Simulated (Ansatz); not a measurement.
```xyz
2
Lattice="1.2443 0.7184 3.2222 -1.2443 0.7184 3.2222 0.0000 -1.4368 3.2222" Properties=species:S:1:pos:R:3 pbc="T T T"
B      0.0000     0.0000     1.6093
N      0.0000     0.0000     8.0575
```

Relaxed-ion tensors in this frame from LDA density-functional theory in Ansatz (plane waves, PAW). Proper piezoelectric stress tensor e (C/m²):

```
 0.00   0.00   0.00   0.00  -0.02  -0.36
-0.36   0.36   0.00  -0.02   0.00   0.00
-0.05  -0.05   0.16   0.00   0.00   0.00
```

Stiffness C (GPa):

```
 928   221   0.9   3.9   0.0   0.0
 221   928   0.9  -3.9   0.0   0.0
 0.9   0.9  29.0   0.0   0.0   0.0
 3.9  -3.9   0.0   6.4   0.0   0.0
 0.0   0.0   0.0   0.0   6.4   3.9
 0.0   0.0   0.0   0.0   3.9   353
```

The cell was generated from a structure type, relaxed within its symmetry, and need not be the phase found at ambient conditions.

Problem. Obtain the piezoelectric strain tensor d.

Solution. d = e S with S = C⁻¹, in pC/N:

```
 0.0   0.0   0.0   0.0  -2.5  -1.0
-0.5   0.5   0.0  -2.5   0.0   0.0
 0.0   0.0   5.5   0.0   0.0   0.0
```

Ansatz is an electronic-structure program.
